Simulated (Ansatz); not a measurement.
**KTaO3 under a change: tensor shear ε_xy = +2.00 %**

Take KTaO3 in the cubic perovskite structure (space group Pm-3m, No. 221; a = 3.9520 Å) as the base. Axes: x, y, z lie along the cube axes.

Now apply this change: a pure shear with ε_xy = ε_yx = 0.0200; the atoms relax in the strained cell.

Computed with Kohn–Sham DFT with the LDA functional, run in Ansatz (a program for electronic structure) with PAW and 420 eV plane waves, spin-orbit coupling left out. k-mesh 8×8×8 (Γ-centred); smearing 0.05 eV (Fermi–Dirac).

| quantity | base | changed | shift |
|---|---|---|---|
| shortest interatomic distance | 1.976 Å | 1.976 Å | 0.000 Å |
| energy relative to the base (free energy F) | 0 meV/atom | +6.3 meV/atom | +6.3 meV/atom |
| pressure (mean of the normal stresses, compression positive) | -0.01 GPa | 0.06 GPa | +0.063 GPa |
| band gap | 2.13 eV | 2.04 eV | -0.09 eV |
| gap character | – | indirect, T → Γ | – |
| smallest direct gap | 2.73 eV | 2.56 eV | -0.17 eV |
| stress (xx, yy, zz, yz, xz, xy; compression positive) | – | (0.06, 0.06, 0.04, 0.00, 0.00, -4.07) GPa | – |

Cost of the whole job for the changed cell (relaxation, final SCF and bands): about 27 core-seconds (a rough figure).

Spin-orbit coupling, missing from the scalar runs, can matter with Ta. Stability against distortions was not tested. Labels are those of the standard path for the cell's own space group.
